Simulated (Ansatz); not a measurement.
Base system: GaSb in the zinc blende structure (space group F-43m, No. 216; a = 6.214 Å).

Method: PBE in Ansatz (plane waves to 420 eV, PAW, no spin-orbit coupling).

For the base:

```
Quantity       Result
-------------  ------
Band gap         zero
Gap character  absent
```

Modification: a hydrostatic pressure of 18 GPa.

### Question
What does the calculation give for the band gap, hole mass and gap character after the change?

### Answer
The band gap goes from zero to 0.56 eV; the hole mass (degenerate bands, along [100]) amounts to 0.069, 0.20, 0.20 mₑ (at Γ); the gap character becomes indirect, Γ → Γ–X (86 % along) (base: absent).

With Sb present, leaving out spin-orbit coupling can change the band edges. Load acts through the strain it causes; cell and atoms are relaxed under it. Effective masses come from finite differences of ±0.01 Å⁻¹. No phonon test of stability was made. Tetrahedral semiconductors of this kind turn to denser phases somewhere between about 1 and 50 GPa; those were not computed, so compressed cells here can lie past the real transition. All final runs are without spin polarisation. The zero or small gap of GaSb can change with the level of theory.

Ansatz is a quantum-chemistry and plane-wave program.
